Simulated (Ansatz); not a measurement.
Consider this model of amorphous Ti20O41Zn.

```yaml
crystal:
  lattice:
    - [9.29396, 0.15047, -0.05435]
    - [0.15047, 9.41002, -0.40698]
    - [-0.05435, -0.40698, 9.25228]
  atoms:
    - { symbol: Ti, position: [0.93676, 0.22305, 0.36283] }
    - { symbol: Ti, position: [0.54744, 0.67202, 0.35710] }
    - { symbol: Ti, position: [0.40039, 0.43962, 0.78070] }
    - { symbol: Ti, position: [0.89717, 0.35453, 0.05340] }
    - { symbol: Ti, position: [0.19711, 0.78005, 0.89123] }
    - { symbol: Ti, position: [0.48981, 0.80705, 0.74340] }
    - { symbol: Ti, position: [0.21737, 0.22370, 0.62654] }
    - { symbol: Ti, position: [0.18097, 0.64851, 0.22805] }
    - { symbol: Ti, position: [0.41140, 0.08441, 0.90979] }
    - { symbol: Ti, position: [0.86915, 0.58570, 0.38972] }
    - { symbol: Ti, position: [0.01531, 0.50398, 0.73465] }
    - { symbol: Ti, position: [0.59496, 0.59164, 0.98830] }
    - { symbol: Ti, position: [0.55608, 0.93634, 0.14839] }
    - { symbol: Ti, position: [0.51675, 0.17683, 0.44310] }
    - { symbol: Ti, position: [0.74491, 0.02813, 0.91581] }
    - { symbol: Ti, position: [0.17854, 0.05590, 0.12932] }
    - { symbol: Ti, position: [0.28846, 0.89934, 0.45846] }
    - { symbol: Ti, position: [0.97725, 0.98561, 0.61316] }
    - { symbol: Ti, position: [0.67776, 0.40347, 0.60243] }
    - { symbol: Ti, position: [0.37181, 0.37280, 0.16414] }
    - { symbol: O, position: [0.35090, 0.08525, 0.53441] }
    - { symbol: O, position: [0.20493, 0.45618, 0.22848] }
    - { symbol: O, position: [0.09860, 0.94162, 0.98920] }
    - { symbol: O, position: [0.19819, 0.42496, 0.68987] }
    - { symbol: O, position: [0.81887, 0.20316, 0.94325] }
    - { symbol: O, position: [0.01302, 0.42614, 0.93455] }
    - { symbol: O, position: [0.73792, 0.74281, 0.35480] }
    - { symbol: O, position: [0.47174, 0.33967, 0.58402] }
    - { symbol: O, position: [0.28031, 0.20678, 0.05578] }
    - { symbol: O, position: [0.50090, 0.50264, 0.26729] }
    - { symbol: O, position: [0.09671, 0.25863, 0.46155] }
    - { symbol: O, position: [0.32875, 0.72376, 0.34381] }
    - { symbol: O, position: [0.22689, 0.68561, 0.05120] }
    - { symbol: O, position: [0.85375, 0.95067, 0.75045] }
    - { symbol: O, position: [0.35591, 0.23675, 0.79671] }
    - { symbol: O, position: [0.43117, 0.45633, 0.98973] }
    - { symbol: O, position: [0.88107, 0.40390, 0.28339] }
    - { symbol: O, position: [0.57109, 0.11068, 0.03385] }
    - { symbol: O, position: [0.85567, 0.39547, 0.68601] }
    - { symbol: O, position: [0.04648, 0.68739, 0.81116] }
    - { symbol: O, position: [0.70989, 0.23990, 0.46163] }
    - { symbol: O, position: [0.57242, 0.00010, 0.78732] }
    - { symbol: O, position: [0.97663, 0.58192, 0.54476] }
    - { symbol: O, position: [0.75065, 0.49870, 0.04564] }
    - { symbol: O, position: [0.76371, 0.93365, 0.08947] }
    - { symbol: O, position: [0.37065, 0.95367, 0.06742] }
    - { symbol: O, position: [0.48227, 0.78895, 0.54543] }
    - { symbol: O, position: [0.99447, 0.70012, 0.27164] }
    - { symbol: O, position: [0.36003, 0.65045, 0.79000] }
    - { symbol: O, position: [0.32258, 0.91904, 0.79965] }
    - { symbol: O, position: [0.00194, 0.17516, 0.17838] }
    - { symbol: O, position: [0.13207, 0.86250, 0.56073] }
    - { symbol: O, position: [0.19584, 0.96842, 0.30131] }
    - { symbol: O, position: [0.54757, 0.98746, 0.33722] }
    - { symbol: O, position: [0.42939, 0.24317, 0.29604] }
    - { symbol: O, position: [0.62578, 0.74172, 0.87364] }
    - { symbol: O, position: [0.68120, 0.54934, 0.48938] }
    - { symbol: O, position: [0.07887, 0.13130, 0.70591] }
    - { symbol: O, position: [0.59362, 0.47816, 0.78515] }
    - { symbol: O, position: [0.55080, 0.73314, 0.14949] }
    - { symbol: O, position: [0.90807, 0.02859, 0.42845] }
    - { symbol: Zn, position: [0.86418, 0.87800, 0.26591] }
```

Methods: PBE, scalar-relativistic without spin-orbit coupling (Ansatz, an electronic-structure program); r2SCAN, scalar-relativistic without spin-orbit coupling (Ansatz); HSE06, scalar-relativistic without spin-orbit coupling (Ansatz). Neutral PBE cell, which sets geometry, pressure and energy: sampling: a 2×2×2 Γ-centred mesh; Fermi-Dirac width 0.02 eV; no spin polarisation. Exact exchange is cut at the faces of this 9 Å cell, which leaves hybrid gaps a finite-size error.

It comes from a melt-quench run on a machine-learned potential (CHGNet), relaxed afterwards by DFT. O atoms were pushed apart under 1.9 Å during the dynamics, to hinder bonds among them. The hot cell started wider than the set density and was brought back towards it in steps. It is the lowest in DFT energy of 2 quenches. It is a model cell: composition and starting density were chosen by hand, and all elements were melted together. No dispersion term was used. Its density started from a set value of 3.66 and ended at 3.45 g/cm³. Cooling (nominally 240 K/ps over its main leg) ran many orders faster than in experiment, which tends to leave more defects and strain. One small periodic cell is one sample of the glass; other quenches scatter about these values. Volume and shape were free in the relaxation.

Q: Give the pressure, the energy against reference phases and the spacing of the highest filled and lowest empty levels.

A: 
| Item | Value |
|---|---|
| Pressure on a 2×2×2 Γ-centred mesh | 0.03 GPa |
| Largest force and stress component on that mesh (the relaxation ran on the zone centre alone) | 0.06 eV/Å and 0.1 GPa |
| Energy relative to anatase TiO2 + wurtzite ZnO (lowest mix at this level among the phases computed, not always the ambient ones) | 0.142 eV/atom |
| Level gap on a 2×2×2 Γ-centred mesh (PBE) | 2.58 eV |
| Level gap at the zone centre (PBE) | 2.61 eV |
| Level gap at the zone centre (r2SCAN) | 2.97 eV |
| Level gap at the zone centre (HSE06) | 4.16 eV |
| Distance between the nearest levels spread over more than a fifth of the atoms or a third of the atoms of their main element (six at least) (PBE, zone centre) | 2.77 eV |

Q: At PBE and the zone centre, how localised are the states just below and above the Fermi level (participation number: the atoms over which a state spreads)?

A: The highest filled state is spread over 10.6 atoms' worth, largest on O29, with weights by element (charge in smoothed Voronoi cells) O 0.93, Ti 0.07, Zn 0.00. The lowest empty state is spread over 11.9 atoms' worth, largest on Ti7, with weights by element (charge in smoothed Voronoi cells) Ti 0.80, O 0.20, Zn 0.00.

At PBE the levels at the filled edge of the gap are localised (band-tail or defect states).

Bonds are counted up to Ti-Ti 3.12 Å, Ti-O 2.44 Å, Ti-Zn 2.90 Å, O-O 1.58 Å, O-Zn 2.26 Å, Zn-Zn 2.68 Å. Two cations that share two anions don't count as bonded, nor two that share one unless they lie closer than Ti-Ti 3.04 Å, Ti-Zn 2.82 Å, Zn-Zn 2.61 Å.

Added carriers, by Ansatz with PBE, scalar-relativistic without spin-orbit coupling on the zone centre alone. Charged cells keep the cell fixed and stand in a uniform background, with no image correction, at a width of 0.01 eV; where the count is odd the moment is locked at 1 μB, unless the neutral cell bore moments. Each starts from the undistorted neutral geometry alone. PBE's self-interaction favours spread-out carriers, so it can miss traps that a hybrid finds.

Q: What happens at PBE when the cell takes an extra electron and the atoms relax?

A: Relaxation lowers the charged cell by 0.10 eV. The largest moves are Ti7 0.08 Å, Ti18 0.06 Å, Ti3 0.06 Å, O24 0.05 Å. The level that holds the added charge spreads over 9.6 atoms' worth, most on Ti7 (weight 0.21): a partly localised carrier. No bond crosses its cut-off with a change of over 0.15 Å (metal-metal contacts aside). Made neutral again at that geometry, the cell lies +0.17 eV from the neutral start.

Q: What happens at PBE when the cell takes a hole and the atoms relax?

A: Relaxation lowers the charged cell by 0.26 eV. The largest moves are O28 0.30 Å, O41 0.28 Å, O31 0.25 Å, Ti1 0.23 Å. The level that was emptied spreads over 4.7 atoms' worth, most on O35 (weight 0.34): a localised (trapped) carrier, which neighbours of that atom can share. Bonds broken: Ti1-O41. Bonds formed: Ti7-O28. Made neutral again at that geometry, the cell lies +0.66 eV from the neutral start.
